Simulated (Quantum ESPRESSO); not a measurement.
Input and output of a relaxation of the atoms for CdSe (R3m, 2 atoms in the cell) (Quantum ESPRESSO).

Method: LDA (PZ), GBRV 1.5 ultrasoft (LDA) pseudopotentials (plane waves; Quantum ESPRESSO).

This input was run:

```fortran
&control
   calculation = 'relax',
   prefix = 'pwscf',
   outdir = './out',
   pseudo_dir = './',
   forc_conv_thr = 1.9e-03,
/
&system
   ibrav = 5,
   celldm(1) = 8.124662056,
   celldm(4) = 0.50000000000,
   nat = 2,
   ntyp = 2,
   ecutwfc = 40,
   ecutrho = 200,
   occupations = 'smearing',
   smearing = 'fd',
   degauss = 0.000734986,
/
&electrons
   conv_thr = 1.0e-11,
/
&ions
/
ATOMIC_SPECIES
Cd   112.4140  cd_lda_v1.uspp.F.UPF
Se    78.9710  se_lda_v1.uspp.F.UPF
ATOMIC_POSITIONS alat
Cd    0.000000000    0.000000000    0.034888082
Se    0.000000000    0.000000000    0.612372436
K_POINTS automatic
7 7 7  0 0 0
```

Output, abridged:

```
     Self-consistent Calculation

     iteration #  1     ecut=    40.00 Ry     beta= 0.70

     Threshold (ethr) on eigenvalues was too large:
     Diagonalizing with lowered threshold

     negative rho (up, down):  1.892E-02 0.000E+00

     total energy              =    -157.74109865 Ry
     estimated scf accuracy    <       0.09011346 Ry

     iteration #  2     ecut=    40.00 Ry     beta= 0.70

     negative rho (up, down):  1.947E-02 0.000E+00

     total energy              =    -157.77077540 Ry
     estimated scf accuracy    <       0.04820794 Ry

     iteration #  3     ecut=    40.00 Ry     beta= 0.70

     negative rho (up, down):  1.960E-02 0.000E+00

     total energy              =    -157.78064274 Ry
     estimated scf accuracy    <       0.00043574 Ry

   [... 7 blocks of this kind left out ...]

     iteration # 11     ecut=    40.00 Ry     beta= 0.70
     c_bands:  1 eigenvalues not converged

     negative rho (up, down):  1.965E-02 0.000E+00

     total energy              =    -157.78086315 Ry
     estimated scf accuracy    <          4.4E-11 Ry

     iteration # 12     ecut=    40.00 Ry     beta= 0.70

     negative rho (up, down):  1.965E-02 0.000E+00
     End of self-consistent calculation

     the Fermi energy is     5.2173 ev

!    total energy              =    -157.78086315 Ry
     estimated scf accuracy    <          9.0E-13 Ry
     smearing contrib. (-TS)   =      -0.00000000 Ry
     internal energy E=F+TS    =    -157.78086315 Ry

     convergence has been achieved in  12 iterations

     negative rho (up, down):  1.965E-02 0.000E+00

     Forces acting on atoms (cartesian axes, Ry/au):

     atom    1 type  1   force =     0.00000000    0.00000000   -0.03747391
     atom    2 type  2   force =     0.00000000    0.00000000    0.03747391

     Total force =     0.052996     Total SCF correction =     0.000002

     BFGS Geometry Optimization
     Energy error            =      2.8E-03 Ry
     Gradient error          =      3.7E-02 Ry/Bohr

   [... lines left out ...]
     the Fermi energy is     5.1758 ev
!    total energy              =    -157.78565214 Ry
     Total force =     0.000442     Total SCF correction =     0.000001
     bfgs converged in   5 scf cycles and   4 bfgs steps
   [... lines left out ...]
     (criteria: energy <  1.0E-04 Ry, force <  1.9E-03 Ry/Bohr)

     End of BFGS Geometry Optimization

     Final energy             =    -157.7856521358 Ry

     File ./out/pwscf.bfgs deleted, as requested
Begin final coordinates

ATOMIC_POSITIONS (alat)
Cd               0.0000000000       -0.0000000000        0.0176425651
Se               0.0000000000       -0.0000000000        0.6296179529
End final coordinates

   JOB DONE.
```

The run converged.  The full log also holds: “c_bands:  1 eigenvalues not converged”.

Summary of the result:
| Property | Value |
|---|---|
| Free energy E − TS | -2146.7832 eV |
| Top of the valence band (on the code's own zero) | 5.02 eV |
| Gap on the k-point mesh | 0.30 eV |
| Largest force (vector length) | 0.008 eV/Å |
| Relaxation steps | 4 |

The starting cell has typed, rounded lattice constants, without a prior relaxation at this level. Its lattice was rescaled by up to half a per cent. For this run, on top of that: one atom moved by 0.15 angstrom. The relaxation keeps the symmetry of its start, so its end need not be a minimum.

Cost on one core of a shared machine: roughly 2 min.
